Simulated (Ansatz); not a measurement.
The parent structure is Co in the hcp (Mg type) structure (space group P6_3/mmc, No. 194; a = 2.456 Å, c = 3.972 Å; ferromagnetic; relaxed with 0.1 eV smearing). Axes: x lies along a and z along c of the hexagonal cell.

The values are results of PBEsol in Ansatz (plane waves to 420 eV, PAW, scalar-relativistic without spin-orbit coupling), not measurements.

Strains are applied to the cell and any free atomic positions relax.

One change was made to it. Results:

The energy increases by 0.5 meV/atom; the magnetic state is still ferromagnetic.

Problem. What was done to the base?
(A) uniaxial strain ε_yy = −4.00 %
(B) uniaxial strain ε_yy = −2.00 %
(C) tensor shear ε_xy = +0.62 %

Solution. C, tensor shear ε_xy = +0.62 %. For comparison, the energy relative to the base in the other runs: uniaxial strain ε_yy = −4.00 % gives +24 meV/atom; uniaxial strain ε_yy = −2.00 % gives +5.6 meV/atom.

The magnetic state is the one reached from the starting moments; the real material's order can differ, and small cells can't hold many antiferromagnetic ones. Whether these cells are dynamically stable was not tested.

Ansatz is a first-principles code.
